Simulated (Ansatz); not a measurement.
A slab with vacuum along the third vector:

```
CELL_PARAMETERS angstrom
      2.93959     0.00000     0.00000
      0.00000     2.93959     0.00000
      0.00000     0.00000    26.50000
ATOMIC_POSITIONS crystal
  Au 0.50000 0.50000 0.30508
  Au 0.00000 0.00000 0.38228
  Au 0.50000 0.50000 0.46073
  Au 0.00000 0.00000 0.53927
  Au 0.50000 0.50000 0.61772
  Au 0.00000 0.00000 0.69492
```

Slab: 6 atoms, 10.4 Å thick at the start (thin: gaps and levels are the slab's own); k 13x13x1, smearing 0.1 eV, dipole-corrected; all atoms relaxed; held to the start's symmetry, so lower structures may exist; no spin, no spin-orbit, no U.

### Question
What surface energy (mean of both faces) does PBE in Ansatz (a program for electronic structure) give?

### Answer
55 meV/Å^2

### Question
What work function of the top face does PBE give?

### Answer
5.09 eV
